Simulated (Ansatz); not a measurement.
The reference is WSi₂ (space group I4/mmm, No. 139; a = 3.2289 Å, c = 7.8697 Å; relaxed with 0.1 eV smearing). Axes: x, y, z lie along a, b, c of the conventional cell.

Level of theory: Ansatz (a quantum-chemistry and plane-wave program), PBE, PAW, cutoff 420 eV, without spin-orbit coupling.

Before the change:

| Quantity | Value |
|---|---|
| Shortest interatomic distance | 4.922 bohr |

One thing is altered: uniaxial strain ε_zz = +2.50 %, all other strain components held at zero; the atoms relax in the strained cell.

Question: Predict the new stress.

Answer: The stress (xx, yy, zz, yz, xz, xy; compression positive) amounts to (-2.2, -2.2, -11.5, 0.0, 0.0, 0.0) GPa.

Question: What happens to the energy relative to the base?

Answer: The energy goes up by 13 meV/atom.

Question: Estimate the effect on the shortest interatomic distance.

Answer: The shortest interatomic distance rises by 0.072 bohr, from 4.922 bohr to 4.994 bohr.

Stability against distortions was not tested. The final runs are not spin-polarised.
